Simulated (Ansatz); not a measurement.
For WGe (model structure, started from the FeSi type, P2₁3, No. 198, 8 atoms in the cell), PBEsol (PAW; Ansatz, a first-principles code) gives:

- lattice parameter a = 4.952 Å
- formation enthalpy = 0.045 eV/atom

Problem. What does PBE-D3(BJ) (plane waves, PAW; Ansatz) give for the same quantities?

Solution. 
- lattice constant a: 4.958 Å (increases by 0.1 %)
- formation enthalpy: 0.047 eV/atom (hardly moves)

Changes are worked out from the printed values.

Unless a cell is named, each level is at its own relaxed cell (PBEsol 15.18, PBE-D3(BJ) 15.23 Å³/atom).

Levels without +SOC leave out spin–orbit coupling, which shifts energies and cells of such heavy elements.

Ansatz's density-functional and Hartree–Fock values are scalar-relativistic unless marked +SOC, with PAW data made under PBE.

A model structure was made by putting elements into a prototype or built by hand; it is no filed structure, need not be a known phase, and can be a saddle point held by its symmetry.
